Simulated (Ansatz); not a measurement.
Abridged Ansatz (an electronic-structure program) output:

```
Relaxation: its limit of steps is 50 (relax.max_steps)
Pseudopotential: La, paw, valence charge 11
Pseudopotential: O, paw, valence charge 6
Crystal: 5 atoms, lattice volume = 83.392 Å³
Basis set: ecut = 500 eV, 2137 PW (Γ), exchange–correlation on 120×120×180 points (64 copies of the dense FFT grid, shifted against one another)
Bands: 25, of which v1, the nominal top of the filled ones, is band 20 counted from 1 (19 counted from 0)
Symmetry: 4 space group operations
k-points: 172 of 600
Functional: x = r2scan, c = r2scan; τ floored in thin density (d = 2e-4 eV/Å³)
SCF iter   1: F=—  HF=-14245.662394 eV  |F-HF|=—  |Δ(HF+E_count)|=         —  Δρ=4.95e-2  dr2=1.66e0  dr2_τ=1.10e-1  ethr=3.10e-3  ⟨swp⟩=5.5  Hψ=19213  notcnv=0
SCF iter   2: F=—  HF=-14245.939073 eV  |F-HF|=—  |Δ(HF+E_count)|=   2.77e-1  Δρ=2.52e-2  dr2=6.85e-1  dr2_τ=3.49e-2  ethr=3.10e-3  ⟨swp⟩=4.2  Hψ=9289  notcnv=0  defer=172
SCF 1 converged in 10 iterations: F = -14246.094608 eV  dr2 = 1.61e-10
relax step   1: F+E_penalty+E_count = -14246.09460806 eV  Δ(F+E_penalty+E_count) = +0.000e0 eV  max|allowed force component| = 9.834e-2 eV/Å  Δτ_max = 0.0000 Å  (10 SCF iters, accepted)
Crystal: 5 atoms, lattice volume = 83.392 Å³
SCF iter   1: F=—  HF=-14246.080532 eV  |F-HF|=—  |Δ(HF+E_count)|=         —  Δρ=2.94e-3  dr2=8.97e-3  dr2_τ=1.17e-2  ethr=2.32e-5  ⟨swp⟩=2.3  Hψ=17432  notcnv=0  defer=174
SCF iter   2: F=—  HF=-14246.089108 eV  |F-HF|=—  |Δ(HF+E_count)|=   8.58e-3  Δρ=1.28e-3  dr2=1.27e-3  dr2_τ=1.08e-4  ethr=2.24e-5  ⟨swp⟩=2.1  Hψ=7401  notcnv=0  defer=172
SCF 2 converged in 9 iterations: F = -14246.088873 eV  dr2 = 3.11e-11
relax step   2: F+E_penalty+E_count = -14246.08887337 eV  Δ(F+E_penalty+E_count) = +5.735e-3 eV  max|allowed force component| = 3.863e-1 eV/Å  Δτ_max = 0.0246 Å  (9 SCF iters, rejected (line search))
Crystal: 5 atoms, lattice volume = 83.392 Å³
SCF iter   1: F=—  HF=-14246.092406 eV  |F-HF|=—  |Δ(HF+E_count)|=         —  Δρ=2.10e-3  dr2=4.75e-3  dr2_τ=5.77e-3  ethr=1.06e-4  ⟨swp⟩=5.3  Hψ=13521  notcnv=0  defer=176
SCF iter   2: F=—  HF=-14246.096231 eV  |F-HF|=—  |Δ(HF+E_count)|=   3.83e-3  Δρ=8.87e-4  dr2=6.25e-4  dr2_τ=5.71e-5  ethr=1.19e-5  ⟨swp⟩=2.0  Hψ=8542  notcnv=0  defer=172
SCF 3 converged in 9 iterations: F = -14246.096121 eV  dr2 = 2.06e-11
relax step   3: F+E_penalty+E_count = -14246.09612091 eV  Δ(F+E_penalty+E_count) = -1.513e-3 eV  max|allowed force component| = 4.595e-2 eV/Å  Δτ_max = 0.0084 Å  (9 SCF iters, accepted)
Crystal: 5 atoms, lattice volume = 83.392 Å³
[...]
SCF iter   2: F=-14246.096545 eV  HF=-14246.096545 eV  |F-HF|=5.46e-12  |Δ(HF+E_count)|=  2.55e-11  Δρ=2.78e-7  dr2=3.66e-11  dr2_τ=1.51e-11  ethr=1.00e-12  ⟨swp⟩=4.9  Hψ=15190  notcnv=0
SCF 6 converged in 2 iterations: F = -14246.096545 eV  dr2 = 3.66e-11
SCF converged after 2 iterations
Free energy (F): -14246.096545 eV
Internal energy: -14246.096545 eV  (E = F + TS)
E sigma→0 (E₀):  -14246.096545 eV
Fermi energy:    11.264948 eV
--- Forces (eV/Å), atoms counted from 1 ---
  atom   1  La     0.00000000     0.00022473    -0.00015636
  atom   2  La     0.00000000    -0.00022473     0.00015636
  atom   3  O      0.00000000     0.00000000     0.00000000
  atom   4  O      0.00000000    -0.00037578     0.00007417
  atom   5  O      0.00000000     0.00037578    -0.00007417
--- Stress (GPa, compression-positive) ---
       -1.818309       0.000000       0.000000
        0.000000      -3.076019       0.513315
        0.000000       0.513315      -1.226403
  P = ⅓ Tr σ = -2.0402 GPa (-20.402 kbar)
--- Relaxed structure (5 steps of the walk, 4 accepted, 0 SCFs on fresh bases) ---
  atoms:
    - { symbol: La, position: [0.33513383556996734, 0.6702676711399348, 0.2468294708225793] }
    - { symbol: La, position: [0.6648661644300327, 0.3297323288600653, 0.7531705291774207] }
    - { symbol: O, position: [-6.268091852074148e-21, -1.2536183704148294e-20, -2.831891979930375e-20] }
    - { symbol: O, position: [0.33395737527596603, 0.6679147505519322, 0.6464375457199704] }
    - { symbol: O, position: [0.6660426247240339, 0.3320852494480677, 0.3535624542800296] }
```

Q: What was computed, and what are the main results?

A: La2O3, 5 atoms in the cell, with r2SCAN (Ansatz, PAW, no spin-orbit coupling), earlier PAW set. The last SCF converged to F = -14246.096545 eV, or -2849.2193 eV per atom, at a pressure of -2.04 GPa. The total energy compares only with runs of the same code, potentials and settings.

The cells carry an imposed strain or load. Stability against distortions was not tested. The cell was made from La2O3 (space group P-3m1, No. 164) by this change: uniaxial strain ε_yy = +1.51 %.

Keys are those of Ansatz 0.2.
